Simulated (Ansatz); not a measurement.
Partial pair distribution functions of a relaxed model of amorphous Si60O30, broadened by 0.06 Å; density 2.20 g/cm³. Level of theory: PBE, scalar-relativistic without spin-orbit coupling (plane waves to 420 eV, PAW; Ansatz, an electronic-structure program). The usual formal charges leave 180 electrons over, so the level spacing at the Fermi energy parts defect or band states and needn't be the band gap.

It comes from a melt-quench run on a machine-learned potential (CHGNet), relaxed afterwards by DFT. O atoms were pushed apart under 1.9 Å during the dynamics, to hinder bonds among them. The hot cell started wider than the set density and was brought back towards it in steps. It is the lowest in DFT energy of 2 quenches. It is a model cell: composition and starting density were chosen by hand, and all elements were melted together. No dispersion term was used. Its density started from a set value of 2.20 and ended at 2.20 g/cm³. The simulated quench (nominally 590 K/ps over its main leg) is rapid and tends to freeze in more defects than a deposited or slowly cooled glass has. One small periodic cell is one sample of the glass; other quenches scatter about these values. The volume was held where the preparation left it, at a PBE pressure of 0.3 GPa. Stress components on the final sampling reach 2.3 GPa. On a 2×2×2 Γ-centred mesh force components of up to 0.25 eV/Å stay, since the relaxation ran on the zone centre alone.

| r (Å) | g Si-Si | g Si-O | g O-O |
|---|---|---|---|
| 1.40 | 0.00 | 0.00 | 0.00 |
| 1.50 | 0.00 | 0.47 | 0.00 |
| 1.60 | 0.00 | 6.32 | 0.00 |
| 1.70 | 0.00 | 7.93 | 0.00 |
| 1.80 | 0.00 | 0.95 | 0.00 |
| 1.90 | 0.00 | 0.01 | 0.00 |
| 2.00 | 0.00 | 0.00 | 0.00 |
| 2.10 | 0.01 | 0.00 | 0.00 |
| 2.20 | 0.51 | 0.00 | 0.00 |
| 2.30 | 3.52 | 0.00 | 0.01 |
| 2.40 | 4.78 | 0.00 | 0.41 |
| 2.50 | 1.70 | 0.00 | 2.16 |
| 2.60 | 0.41 | 0.00 | 4.60 |
| 2.70 | 0.37 | 0.06 | 5.75 |
| 2.80 | 0.28 | 0.15 | 3.08 |
| 2.90 | 0.34 | 0.26 | 0.78 |
| 3.00 | 0.71 | 0.69 | 1.09 |
| 3.10 | 0.92 | 0.90 | 0.68 |
| 3.20 | 0.89 | 1.28 | 0.24 |
| 3.30 | 1.07 | 1.48 | 0.40 |
| 3.40 | 0.87 | 1.51 | 0.84 |
| 3.50 | 0.84 | 1.34 | 0.91 |
| 3.60 | 0.95 | 1.19 | 0.61 |
| 3.70 | 1.25 | 0.95 | 0.71 |
| 3.80 | 1.60 | 0.80 | 0.78 |
| 3.90 | 1.50 | 0.84 | 0.67 |
| 4.00 | 1.18 | 1.12 | 0.61 |
| 4.10 | 1.05 | 1.08 | 0.72 |
| 4.20 | 1.02 | 1.21 | 0.98 |
| 4.30 | 0.97 | 1.15 | 0.99 |
| 4.40 | 0.88 | 0.90 | 1.09 |
| 4.50 | 0.81 | 0.81 | 0.99 |
| 4.60 | 0.91 | 0.86 | 1.15 |
| 4.70 | 1.02 | 0.84 | 1.18 |
| 4.80 | 1.03 | 0.95 | 1.00 |
| 4.90 | 0.94 | 0.98 | 0.96 |
| 5.00 | 0.95 | 1.01 | 1.29 |
| 5.10 | 0.98 | 1.21 | 1.27 |
| 5.20 | 0.88 | 1.10 | 1.22 |
| 5.30 | 1.04 | 1.12 | 1.21 |
| 5.40 | 1.11 | 1.01 | 0.90 |
| 5.50 | 1.19 | 1.03 | 0.71 |
| 5.60 | 1.10 | 0.92 | 0.89 |
| 5.70 | 0.93 | 0.93 | 1.04 |
| 5.80 | 0.92 | 1.18 | 1.30 |
| 5.90 | 1.02 | 1.07 | 1.24 |

Within 2.60 Å each Si has 2.80 Si neighbours on average.
